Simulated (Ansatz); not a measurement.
Consider CdS in the zinc blende structure (space group F-43m, No. 216).

```yaml
crystal:
  lattice:
    - [0.00000, 2.91212, 2.91212]
    - [2.91212, 0.00000, 2.91212]
    - [2.91212, 2.91212, 0.00000]
  atoms:
    - { symbol: Cd, position: [0.00000, 0.00000, 0.00000] }
    - { symbol: S, position: [0.25000, 0.25000, 0.25000] }
```

Cartesian axes are those of the cell as printed.

The values are results of plane-wave PAW DFT at the PBEsol level (Ansatz, a quantum-chemistry and plane-wave program, 420 eV), scalar-relativistic without spin-orbit coupling, not measurements.

Base values:

The band gap is 1.01 eV.

Modification: uniaxial strain ε_zz = −1.00 %, all other strain components held at zero, atoms relaxed at fixed cell.

Problem. How does this affect the stress?

Solution. The stress (xx, yy, zz, yz, xz, xy; compression positive) comes out as (0.57, 0.57, 0.75, 0.00, 0.00, 0.00) GPa.

Problem. Predict the new band gap.

Solution. The band gap stays 1.01 eV.

Whether these cells are dynamically stable was not tested.
